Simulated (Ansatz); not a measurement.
The starting structures come from a database of crystals and need not be the phases stable at ambient conditions.

 Where the default PAW files enter, the runs use the earlier of Ansatz's two default sets.

```
O2Si
1.0
    5.06052     0.00000     0.00000
    0.00000     5.54135     0.00000
    2.53026     0.00000     4.38254
Si O
3 6
Direct
  0.50000   0.66667   0.00000
  0.00000   0.00000   0.50000
  0.50000   0.33333   0.50000
  0.20861   0.16667   0.58279
  0.41721   0.50000   0.79139
  0.20861   0.83333   0.20861
  0.79139   0.16667   0.41721
  0.58279   0.50000   0.20861
  0.79139   0.83333   0.79139
```

Space group of this cell: P6_422. The cell is taken as given.

The current runs along the normal of the first two printed vectors, the (100) plane. All runs by Ansatz (a first-principles code), plane waves and PAW, without spin-orbit coupling; the base is r2SCAN.

```
run                                                      mean pressure (GPa)  gap (eV)  mid-gap κ (1/Å)
-------------------------------------------------------  -------------------  --------  ---------------
base                                                                     0.1      6.31            0.524
all lengths scaled by 0.98                                              13.2         ?                ?
all lengths scaled by 1.02                                              -9.9      5.96            0.502
lda in place of r2scan                                                  -1.6         ?                ?
lengths across the current scaled by 0.98, ions clamped                  8.5         ?                ?
lengths across the current scaled by 1.02, ions clamped                 -6.9      6.05            0.513
lengths along the current scaled by 0.97, ions clamped                   6.3      6.40            0.537
lengths along the current scaled by 1.03, ions clamped                  -5.2      6.12            0.506
pbesol in place of r2scan                                                2.6      5.63            0.499
```

Q: Complete the blanks.

A: 
- all lengths scaled by 0.98, gap (eV): 6.58
- all lengths scaled by 0.98, mid-gap κ (1/Å): 0.542
- lda in place of r2scan, gap (eV): 5.45
- lda in place of r2scan, mid-gap κ (1/Å): 0.493
- lengths across the current scaled by 0.98, ions clamped, gap (eV): 6.48
- lengths across the current scaled by 0.98, ions clamped, mid-gap κ (1/Å): 0.533
